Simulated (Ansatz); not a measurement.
Take C in the diamond structure (space group Fd-3m, No. 227; a = 3.560 Å) as the base. Axes: x, y, z lie along the cube axes.

The change: uniaxial strain ε_xx = +1.50 %, all other strain components held at zero; the atoms relax in the strained cell.

Levels (all Ansatz, a first-principles code, PAW): r2SCAN (500 eV, without spin-orbit coupling); HSE06+SOC (420 eV, with spin-orbit coupling).

The geometry is relaxed with r2SCAN.

- r2SCAN valence-band top at Γ: 0.00, 0.00, -0.24 eV
- r2SCAN band gap: 4.13 eV

**Question.** How does going to HSE06+SOC change the valence-band top at Γ and band gap?

**Answer.** The valence-band top at Γ (three highest Kramers pairs, from the VBM) changes from 0.00, 0.00, -0.24 eV to 0.00, -0.01, -0.24 eV; the band gap increases by 0.93 eV (4.13 eV → 5.06 eV).

Single points use the geometry relaxed with r2SCAN. HSE06 was sampled on its mesh, a few special points and the semilocal edge points, so its gap is an upper bound. The spin-orbit shifts are approximate. Whether these cells are dynamically stable was not tested.
